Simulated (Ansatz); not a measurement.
Given:

```
CELL_PARAMETERS angstrom
      3.91441     0.00000     0.00000
     -1.95721     3.38998     0.00000
      0.00000     0.00000     5.28080
ATOMIC_POSITIONS crystal
  Te 0.33333 0.66667 0.25667
  Te 0.66667 0.33333 0.74333
  Rh 0.00000 0.00000 0.00000
```

The numbers are results of PBEsol, DFPT electron-phonon coupling, linearised Boltzmann equation (plane waves, PAW, scalar-relativistic; Ansatz, a program for electronic structure), not measurements. Cell: relaxed with this functional, without spin-orbit coupling.

Q: Estimate the phonon-limited resistivity at 300 K, by direction if it differs.

A: 24 (x), 24 (y), 44 (z) μΩ·cm.

Q: How long is the mean free path there?

A: 4.9 nm, weighted by the current that each state carries. Wires not much wider than this gain resistivity from their walls.

A metal at this level (no band gap). Only scattering by harmonic phonons is included (no impurities, grain boundaries, electron-electron scattering or thermal expansion). Spin-orbit coupling is left out. The run warned that the eigensolver left some states short of its tolerance. Halving the electron mesh (24x24x16) moves the resistivity by up to 8 % at 300 K, the mean free path by up to 3 %. Smearing 0.20 eV; phonons on a 4x4x3 q mesh, which this run doesn't test.

Formula and space group known from diffraction (Crystallography Open Database), not checked to be the room-temperature form: RhTe2 (P-3m1).
